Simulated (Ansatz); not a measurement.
Calculation: PBE (plane waves to 420 eV, PAW; Ansatz, a program for electronic structure).

Plane-averaged electrostatic potential energy along the normal, in eV from the Fermi level, for O on the 1x1 (111) surface of fcc Ag, one in a 1x1 cell, started at the site 'hollow Ag-Ag-Ag over Ag at depth 2.4 Å':

(z (Å), V (eV)): (5.30, 4.41); (5.59, 4.41); (5.89, 4.41); (6.18, 4.41); (6.48, 4.40); (6.77, 4.39); (7.07, 4.36); (7.36, 4.30); (7.66, 4.19); (7.95, 3.93); (8.24, 3.38); (8.54, 2.18); (8.83, -0.98); (9.13, -6.18); (9.42, -10.50); (9.72, -11.91); (10.01, -9.89); (10.31, -5.29); (10.60, -0.57); (10.89, 0.99); (11.19, -1.06); (11.48, -5.97); (11.78, -10.40); (12.07, -12.08); (12.37, -10.32); (12.66, -5.83); (12.96, -0.93); (13.25, 1.03); (13.54, -0.64); (13.84, -5.44); (14.13, -10.05); (14.43, -12.04); (14.72, -10.58); (15.02, -6.25); (15.31, -1.21); (15.61, 1.17); (15.90, 0.03); (16.19, -4.54); (16.49, -9.47); (16.78, -11.95); (17.08, -11.03); (17.37, -7.20); (17.67, -4.29); (17.96, -4.35); (18.26, -3.68); (18.55, 0.35); (18.84, 5.50); (19.14, 7.25); (19.43, 7.75); (19.73, 7.91); (20.02, 7.97); (20.32, 7.98); (20.61, 7.99); (20.91, 7.99); (21.20, 7.99); (21.49, 7.99); (21.79, 7.99); (22.08, 7.99); (22.38, 8.00); (22.67, 8.00)

Model: 5-atom slab, 7.1 Å thick at the start under the adsorbate (thin: gaps and levels are the slab's own), 12x12x1 mesh, Fermi-Dirac 0.1 eV, dipole correction, 2 atoms held, the rest relaxed; held to the start's symmetry, so lower structures may exist; spin-polarised, no spin-orbit, no U, no dispersion correction. At the end it is bonded to 3 Ag. In PBE this state lies 0.05 eV over the lowest of the starts that converged ('hollow Ag-Ag-Ag over Ag at depth 4.7 Å').

Task: The surface cell has an area of 7.45 Å². What dipole along the normal does the step between the two vacuum levels imply?

Result: the top vacuum level lies 3.58 eV above the bottom one; p = −ε₀ A ΔV (ε₀ = 0.005526 e/(V·Å)) gives -0.15 e·Å a cell.
